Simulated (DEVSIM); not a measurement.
System: illuminated Si n-on-p cell, one wavelength, at 300 K.

```csv
layer (left to right),material,thickness (μm),Nd (cm⁻³),Na (cm⁻³),τn (s),τp (s),absorption coefficient (cm⁻¹)
1,Si,0.480,2.8e18,-,2.3e-7,4.2e-9,37000
2,Si,90.0,-,6.9e15,5.1e-6,5.1e-6,37000
```

Left contact: ohmic, minority hole recombination velocity 4e5 cm/s. Right contact: ohmic, minority electron recombination velocity 5e6 cm/s. Voltage is applied to the left contact. Recombination: SRH at mid-gap, radiative, Auger. Light enters at the left, 1.1e18 photons cm⁻² s⁻¹, one pass, no reflection. Mobility is constant in doping.

Constants are typed, rounded textbook-type inputs, not results; the design itself was drawn at random and stands for no fabricated device. Values at 300 K.

| parameter | Si |
|---|---|
| gap (eV) | 1.124 |
| affinity (eV) | 4.05 |
| permittivity | 11.7 |
| Nc (cm⁻³) | 2.86e19 |
| Nv (cm⁻³) | 3.1e19 |
| μn (cm²/Vs) | 1417 |
| μp (cm²/Vs) | 470 |
| B (cm³/s) | 4.7e-15 |
| Cn (cm⁶/s) | 2.8e-31 |
| Cp (cm⁶/s) | 9.9e-32 |

DEVSIM, 1D drift-diffusion, Boltzmann statistics, complete ionisation; no tunnelling, impact ionisation, image-force lowering or self-heating.

### Question
Tabulate band edges, carrier densities and field at -0.9 V on the left contact, in the dark.

### Answer
Energies count from the Fermi level of the right contact; mesh points crowd at the junctions.

```csv
x (μm),Ec (eV),Ev (eV),n (cm⁻³),p (cm⁻³),field (V/cm)
0.000,0.960,-0.164,2.8e18,3.1e14,≈ 0
0.03320,0.960,-0.164,2.8e18,3.4e14,≈ 0
0.1027,0.960,-0.164,2.8e18,4.1e14,≈ 0
0.2589,0.960,-0.164,2.8e18,5.7e14,≈ 0
0.4179,0.960,-0.164,2.8e18,7.4e14,≈ 0
0.4671,0.960,-0.164,2.8e18,8.0e14,770
0.4936,1.043,-0.081,1.2e17,2.0e16,19000
0.5739,1.067,-0.057,4.4e16,5.1e16,37
0.7453,1.067,-0.057,4.4e16,5.1e16,≈ 0
1.137,1.067,-0.057,4.4e16,5.1e16,≈ 0
2.128,1.066,-0.058,4.3e16,5.0e16,≈ 0
5.915,1.063,-0.061,4.2e16,4.9e16,≈ 0
13.31,1.057,-0.067,3.9e16,4.6e16,≈ 0
32.01,1.039,-0.085,3.1e16,3.8e16,-11
70.59,0.982,-0.142,1.4e16,2.1e16,-21
82.05,0.951,-0.173,7.7e15,1.5e16,-34
87.06,0.931,-0.193,4.0e15,1.1e16,-51
89.04,0.919,-0.205,2.0e15,8.9e15,-69
90.06,0.911,-0.213,7.6e14,7.7e15,-90
90.32,0.909,-0.215,3.7e14,7.3e15,-100
90.43,0.907,-0.217,2.1e14,7.1e15,-130
90.48,0.907,-0.217,1.2e14,6.9e15,-200
```
